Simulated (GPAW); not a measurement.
## Input and output of a self-consistent single point for BiPbO2F (Cm, 5 atoms in the cell) (GPAW)

Level of theory: PBEsol, GPAW PAW datasets PBEsol (made by gpaw-setup) (plane waves; GPAW 25.7.0).

Input as run:

```python
from ase import Atoms
from ase.units import GPa
from gpaw import GPAW, PW, FermiDirac

atoms = Atoms(['Bi', 'Pb', 'O', 'O', 'F'],
              cell=[[3.462275, -2.004275, 0.000000],
                    [3.462275, 2.004275, 0.000000],
                    [-0.111132, 0.000000, 6.510672]],
              scaled_positions=[[0.701790, 0.701790, 0.291960],
                                [0.378060, 0.378060, 0.744990],
                                [0.370590, 0.370590, 0.381470],
                                [0.707940, 0.707940, 0.632360],
                                [0.033340, 0.033340, 0.098520]],
              pbc=True)

calc = GPAW(mode=PW(900),
            xc='PBEsol',
            kpts={'size': (6, 6, 3), 'gamma': True},
            occupations=FermiDirac(0.05),
            nbands=-8,
            convergence={'density': 1e-05, 'energy': 1e-05, 'bands': -6},
            symmetry={'symmorphic': False, 'tolerance': 0.0005},
            maxiter=100,
            txt='-')

atoms.calc = calc

energy = atoms.get_potential_energy()
print('Energy (eV):', round(energy, 6))
forces = atoms.get_forces()
print('Forces (eV/Ang):')
print(forces.round(5))
stress = atoms.get_stress()
print('Stress (GPa, Voigt):', (stress / GPa).round(4))
```

Log, with long lists cut:

```
Input parameters:
  convergence: {bands: -6,
                density: 1e-05,
                energy: 1e-05}
  kpts: {gamma: True,
         size: (6, 6, 3)}
  maxiter: 100
  mode: {ecut: 900.0000000000001,
         name: pw}
  nbands: -8
  occupations: {fixmagmom: False,
                name: fermi-dirac,
                width: 0.05}
  symmetry: {symmorphic: False,
             tolerance: 0.0005}
  xc: PBEsol

species:
  Bi:
    name: Bismuth
    Z: 83.0
    valence: 15
    core: 68
    charge: 0.0
    file: Bi.PBEsol.gz

    # Using partial waves for Bi as LCAO basis

  Pb:
    name: Lead
    Z: 82.0
    valence: 14
    core: 68
    charge: 0.0
    file: Pb.PBEsol.gz

    # Using partial waves for Pb as LCAO basis

  O:
    name: Oxygen
    Z: 8.0
    valence: 6
    core: 2
    charge: 0.0
    file: O.PBEsol.gz

    # Using partial waves for O as LCAO basis

  F:
    name: Fluorine
    Z: 9.0
    valence: 7
    core: 2
    charge: 0.0
    file: F.PBEsol.gz

    # Using partial waves for F as LCAO basis

Reference energy: -1158590.837506  # eV

Spin-paired calculation

Convergence criteria:
 Maximum [total energy] change in last 3 cyles: 1e-05 eV / valence electron
 Maximum integral of absolute [dens]ity change: 1e-05 electrons / valence electron
 Maximum integral of absolute [eigenst]ate change: 4e-08 eV^2 / valence electron
 Maximum number of scf [iter]ations: 100

Symmetries present (total): 2
Symmetries with fractional translations: 0
108 k-points: 6 x 6 x 3 Monkhorst-Pack grid + [1/12,1/12,0.000000]
34 k-points in the irreducible part of the Brillouin zone
       k-points in crystal coordinates                weights
   0:     0.00000000    0.00000000    0.00000000          1/108
   1:     0.00000000    0.00000000    0.33333333          2/108
   2:     0.16666667   -0.16666667    0.00000000          2/108
   [... 7 lines left out ...]
          ...
  33:     0.50000000    0.50000000    0.33333333          2/108

Wave functions: Plane wave expansion
  Cutoff energy: 900.000 eV
  Number of coefficients (min, max): 5520, 5558
  Pulay-stress correction: 0.000000 eV/Ang^3 (de/decut=0.000000)

Occupation numbers: Fermi-Dirac:
  width: 0.0500  # eV

Eigensolver

Densities:
  Coarse grid: 28*28*48 grid
  Fine grid: 56*56*96 grid
  Total Charge: 0.000000

Density mixing:
  Method: separate
  Backend: pulay
  Linear mixing parameter: 0.05
  old densities: 5
  Damping of long wavelength oscillations: 50

Hamiltonian:
  XC and Coulomb potentials evaluated on a 56*56*96 grid
  External potential:
    NoExternalPotential

XC parameters: PBEsol with 2 nearest neighbor stencil

Number of atoms: 5
Number of atomic orbitals: 30
Number of bands in calculation: 32
Number of valence electrons: 48
Bands to converge: 26

Density initialized from atomic densities
  30 bands from LCAO basis set
  2 bands from random numbers

Atomic positions and initial magnetic moments

Positions:
   0 Bi     4.827134    0.000000    1.900856    ( 0.0000,  0.0000,  0.0000)
   1 Pb     2.535103   -0.000000    4.850386    ( 0.0000,  0.0000,  0.0000)
   2 O      2.523775    0.000000    2.483626    ( 0.0000,  0.0000,  0.0000)
   3 O      4.831890    0.000000    4.117089    ( 0.0000,  0.0000,  0.0000)
   4 F      0.219916    0.000000    0.641431    ( 0.0000,  0.0000,  0.0000)

Unit cell:
           periodic     x           y           z      points  spacing
  1. axis:    yes    3.462275   -2.004275    0.000000    28     0.1239
  2. axis:    yes    3.462275    2.004275    0.000000    28     0.1239
  3. axis:    yes   -0.111132    0.000000    6.510672    48     0.1356

  Lengths:   4.000558   4.000558   6.511620
  Angles:   90.846310  90.846310  60.132208

Effective grid spacing dv^(1/3) = 0.1339

     iter     time        total  log10-change:
                         energy   eigst   dens
iter:   1 --:--:--   -34.374547   +0.21
iter:   2 --:--:--   -32.919687   -0.77  -0.99
iter:   3 --:--:--   -29.991964   -0.50  -1.06
iter:   4 --:--:--   -29.841156   -1.27  -1.37
iter:   5 --:--:--   -29.845719   -1.60  -1.48
iter:   6 --:--:--   -29.815149   -1.95  -1.71
iter:   7 --:--:--   -29.767922   -1.90  -1.86
iter:   8 --:--:--   -29.768559   -3.59  -2.37
iter:   9 --:--:--   -29.767401   -2.96  -2.49
iter:  10 --:--:--   -29.766427   -3.26  -2.53
iter:  11 --:--:--   -29.766148   -4.60  -2.98
iter:  12 --:--:--   -29.766110c  -4.93  -2.98
iter:  13 --:--:--   -29.766252c  -5.43  -3.03
iter:  14 --:--:--   -29.766349c  -4.34  -3.24
iter:  15 --:--:--   -29.766235c  -5.03  -3.29
iter:  16 --:--:--   -29.766226c  -5.61  -3.78
iter:  17 --:--:--   -29.766226c  -6.58  -3.91
iter:  18 --:--:--   -29.766232c  -5.47  -4.02
iter:  19 --:--:--   -29.766224c  -6.07  -3.90
iter:  20 --:--:--   -29.766224c  -6.86  -4.32
iter:  21 --:--:--   -29.766223c  -7.44c -4.35
iter:  22 --:--:--   -29.766224c  -6.60  -4.47
iter:  23 --:--:--   -29.766223c  -7.48c -4.31
iter:  24 --:--:--   -29.766223c  -7.10  -4.53
iter:  25 --:--:--   -29.766223c  -7.75c -4.71
iter:  26 --:--:--   -29.766223c  -8.14c -4.87
iter:  27 --:--:--   -29.766223c  -8.84c -5.06c

Converged after 27 iterations.

Dipole moment: (-4.163626, -0.000000, -1.116545) |e|*Ang

Energy contributions relative to reference atoms: (reference = -1158590.837506)

Kinetic:        +48.080055
Potential:      -48.193027
External:        +0.000000
XC:             -28.363948
Entropy (-ST):   -0.000000
Local:           -1.289304
SIC:             +0.000000
--------------------------
Free energy:    -29.766223
Extrapolated:   -29.766223

Showing only first 2 kpts
 Kpt  Band  Eigenvalues  Occupancy
  0    22      2.93860    2.00000
  0    23      4.48184    2.00000
  0    24      7.96625    0.00000
  0    25      9.26035    0.00000

  1    22      2.93220    2.00000
  1    23      4.20521    2.00000
  1    24      7.47507    0.00000
  1    25      9.02124    0.00000

Fermi level: 5.56133

Gap: 2.313 eV
Transition (v -> c):
  (s=0, k=0, n=23, [0.00, 0.00, 0.00]) -> (s=0, k=33, n=24, [0.50, 0.50, 0.33])
Direct/indirect transitions are different
Direct gap: 2.568 eV
Transition at: (s=0, k=33, n=23, [0.50, 0.50, 0.33])
Energy (eV): -29.766223

Forces in eV/Ang:
  0 Bi    0.01128    0.00000    0.34314
  1 Pb   -0.03713    0.00000   -0.32827
  2 O     0.00263    0.00000    0.11294
  3 O     0.01311    0.00000   -0.15250
  4 F     0.01003    0.00000    0.02542

Stress tensor:
     0.028253    -0.000000     0.000067
    -0.000000     0.029237     0.000000
     0.000067     0.000000     0.029607
Stress (GPa, Voigt): [ 4.5267  4.6843  4.7436  0.      0.0107 -0.    ]
```

The run converged in 27 iterations. GPAW prints stress with tension positive.

At such cutoffs GPAW's stress carries a finite-basis (Pulay) error, which enters relaxed cells too; its log prints stress with tension positive.

The starting cell comes from a database of computed structures (which also holds hypothetical and non-ambient phases and stackings), without a prior relaxation at this level. Spin-orbit coupling is off. Another mesh or the band path of this cell gives a smaller gap, so this value is not converged in the mesh.

Cost on one core of a shared machine: roughly 2 min.
